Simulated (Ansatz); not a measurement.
Consider LiF in the CsCl type structure (space group Pm-3m, No. 221; a = 2.5165 Å; a model cell, its experimental status unchecked). Axes: x, y, z lie along the cube axes.

All numbers come from Ansatz (an electronic-structure program) r2SCAN, spin-orbit coupling left out.

Now apply this change: biaxial strain +1.60 %, plane normal [001], relaxed out of plane (Cartesian); in-plane vectors clamped, the third vector and the atoms free.

**Question.** What does the calculation give for the energy relative to the base after the change?

**Answer.** The energy increases by 3.1 meV/atom.

**Question.** Estimate the effect on the ratio −ε⊥/ε∥.

**Answer.** The ratio −ε⊥/ε∥ amounts to -0.21.

Stability against distortions was not tested. This is not the structure that LiF has at room temperature and ambient pressure.
